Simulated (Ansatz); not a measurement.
Short convergence ladders for a (001) slab of HfSb4Mo (cut from a parent of space group no. 8; 6 atoms in the cell)

```yaml
crystal:
  lattice:
    - [5.44783, 0.00000, 0.00000]
    - [-1.22177, 3.43791, 0.00000]
    - [0.00000, 0.00000, 20.58509]
  atoms:
    - { symbol: Hf, position: [0.03518, 0.51759, 0.34005] }
    - { symbol: Mo, position: [0.92720, 0.96360, 0.55865] }
    - { symbol: Sb, position: [0.21844, 0.10922, 0.44137] }
    - { symbol: Sb, position: [0.75737, 0.37868, 0.46590] }
    - { symbol: Sb, position: [0.79167, 0.39583, 0.65995] }
    - { symbol: Sb, position: [0.35283, 0.67641, 0.58549] }
```

Base method: PBEsol, default PAW files made with PBE (plane waves; Ansatz, a quantum-chemistry and plane-wave program).

Base settings: basis.ecutwfc = 420 eV; kpoints.mp_grid.grid = 5 5 1; hamiltonian.xc = pbesol; hamiltonian.pseudopotentials = {kind: paw} (the program's default PAW files); scf.occupations.method = gaussian; scf.occupations.width = 0.136 eV.

The count of work is k-points × plane waves × bands × iterations; it is no time. 

**The vacuum with a dipole correction**

In this ladder: efield.axis = 3; efield.dipole_correction = true.

The mesh stays at the base's, so the ladder's end is converged at best in this setting alone.

Only quantities that move along the ladder and can be compared are tabulated.

```tsv
vacuum between outermost atoms (Å)	free energy less the last step's (meV/atom)	largest difference of a force vector from the last step's (eV/Å)
6.0	-0.99	0.105
8.0	-0.05	0.009
10.0	-0.01	0.001
14.0	0.00	0.000
20.0	0.00	0.000
```

Smallest vacuum between outermost atoms (Å) that holds the free energy within 0.5 meV/atom of the last step, with all finer ones: 8.0; the step before is off by 0.99 meV/atom.

Smallest vacuum between outermost atoms (Å) that holds the forces within 0.005 eV/Å of the last step, with all finer ones: 10.0; the step before is off by 0.009 eV/Å.

**The plane-wave cutoff**

The mesh stays at the base's, so the ladder's end is converged at best in this setting alone.

Only quantities that move along the ladder and can be compared are tabulated.

```csv
basis.ecutwfc,free energy less the last step's (meV/atom),largest difference of a force vector from the last step's (eV/Å),count of work / last
210 eV,5524.07,0.767,0.15
250 eV,1004.59,0.144,0.20
295 eV,112.37,0.018,0.21
355 eV,4.19,0.003,0.28
420 eV,1.44,0.001,0.35
505 eV,0.23,0.000,0.46
630 eV,0.07,0.000,0.65
840 eV,0.00,0.000,1.0
```

Coarsest basis.ecutwfc that holds the forces within 0.02 eV/Å of the last step, with all finer ones: 295 eV, at 0.21 of the last step's count of work; the step before is off by 0.14 eV/Å.

Coarsest basis.ecutwfc that holds the free energy within 5 meV/atom of the last step, with all finer ones: 355 eV, at 0.28 of the last step's count of work; the step before is off by 110 meV/atom.

On the base run: the starting cell comes from a database of computed structures (which also holds hypothetical and non-ambient phases and stackings), without a prior relaxation at this level. The slab is cut from that crystal, and its faces are unrelaxed. Its lattice was rescaled by up to half a per cent. Spin polarisation is off. Without a gap this mesh is coarse (it stands for a supercell whose shortest in-plane vector is 18 Å).

Keys are those of Ansatz 0.2.
